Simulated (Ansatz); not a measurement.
Migration barriers: interstitial Na in 2H silicon carbide, charge state +1

Defect migration in 2H silicon carbide: interstitial Na, charge state +1. Computed with PBE, PAW (plane waves to 420 eV; Ansatz, a quantum-chemistry and plane-wave program).

Settings: 72 host sites, the relaxed PBE lattice, the Γ point alone, smearing 0.01 eV, spin-restricted, no image-charge correction. Energies are static. The host's phase is taken as given; its stability against other phases was not computed. The charge state is imposed; whether it is stable for some Fermi level was not computed. Sites that were not tried may lie lower.

Barriers: single points on a 2×2×2 k-point mesh shifted by half a step along c at the bands' geometries.

```
Route                        Start site over the lowest site run (eV)  Hop (Å)  Forward barrier (eV)  Backward barrier (eV)                                 Neighbours at the start     Neighbours at the saddle                         Saddle order  Forward, on the band's own sampling (eV)
---------------------------  ----------------------------------------  -------  --------------------  ---------------------  ------------------------------------------------------  ---------------------------  -----------------------------------  ----------------------------------------
one Na atom jumps by itself                                      0.00     2.53                  3.59                   3.59  3 C at 2.08, 3 C at 2.39; 3 Si at 2.20, 3 Si at 2.47 Å  3 C at 1.95; 3 Si at 2.08 Å  inconclusive, on a symmetry element                                      3.59
```

Paths come from CI-NEB runs.  A band can be held on a symmetry element, so unchecked saddle points there may be too high.

The whole set of runs took roughly 0.4 core-hours.
